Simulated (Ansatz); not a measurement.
Step by step: formation energy of the neutral V_C in WC (P-6m2)

This concerns the formation energy of the neutral V_C in WC (P-6m2). Reaction: 27 WC (P-6m2) → cell A + C (graphite).

A: a supercell of 54 sites of WC (P-6m2) with one empty C site amid 6 W; spin state with PBE: run without spin.

Setting: static, neutral cells in Ansatz (PAW) whose structures rest at the PBE+D3(BJ) level. Ansatz (a quantum-chemistry and plane-wave program) runs with its default PAW set. Other levels take these structures. The lattices are those relaxed with PBE+D3(BJ), so at other levels the solids can be strained, which adds to the spread. Larger cells are relaxed from a start prepared with the learned potential CHGNet, on a coarser mesh till forces fall under 0.03 eV/Å, which some starts already meet. The PAW files were made for PBE and serve at the other functionals too. Space groups of crystals are read within 0.01 Å. Spin-orbit coupling is left out. Mesh and cell size may move defect energies by 0.1 eV or more. The value holds for the reservoirs listed; other chemical potentials shift it. Cell A has symmetry P-6m2 within 0.02 Å and got no random move, so less symmetric positions, which may lie lower, weren't tried.

Total energies of the cells in eV, at zero smearing width. They compare only within one column; the weights balance every element.

| cell | atoms | weight | PBE+D3(BJ) | PBEsol |
|---|---|---|---|---|
| A: WC:V_C | 53 | +1 | -286944.66587 | -283351.30741 |
| C (graphite) | 4 | +1/4 | -1004.33912 | -986.75221 |
| WC (P-6m2) | 54 | −1 | -287198.37211 | -283600.65335 |

PBE+D3(BJ): (-286944.66587) + 1/4 × (-1004.33912) − (-287198.37211) = 2.621 eV.

PBEsol: (-283351.30741) + 1/4 × (-986.75221) − (-283600.65335) = 2.658 eV.

What follows from the PBE+D3(BJ) value: The value above is the C-rich limit, with C (graphite) as reservoir. The host forms with -0.19 eV/atom at this level, so before it gives way to its other element Δμ(C) can go down to -0.19 × 2 = -0.38 eV (other compounds may narrow the range). The defect releases 1 C, so the C-poor limit is 2.62 + 1 × (-0.38) = 2.24 eV.

With the reservoirs of the reaction as written, and without entropy terms or charged states, the share of sites that hold the defect in equilibrium is exp(−2.62 eV/k_BT) = 6.2×10^-14 at 1000 K.
